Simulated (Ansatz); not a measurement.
The reference is WSe₂ in the 2H-MoS2 type structure (space group P6_3/mmc, No. 194; a = 3.2790 Å, c = 12.7858 Å; layered, stacked along the Cartesian z axis). Axes: x lies along a and z along c of the hexagonal cell.

All numbers come from PBE-D3(BJ), PAW, 420 eV (Ansatz, a first-principles code; no SOC), earlier PAW set.

The change: an isotropic linear strain of +1.90 %, atoms relaxed at fixed cell.

Problem. Predict the stress tensor and what it implies for the stiffness.

Solution. Stress of the strained cell less that of the base (GPa, compression positive):
```
  -4.26    0.00    0.00
   0.00   -4.26    0.00
   0.00    0.00   -1.30
```

Then B = −ΔP/(ΔV/V₀) with ΔV/V₀ = 0.0581 gives secant stiffness values (nonlinear terms included at this strain): B (at held cell shape, above the free-shape value) ≈ 56 GPa.

As a check, the harmonic strain energy −½ V₀ Δσ:ε is 12 meV/atom; the computed energy rise is 12 meV/atom.

Stability against distortions was not tested.
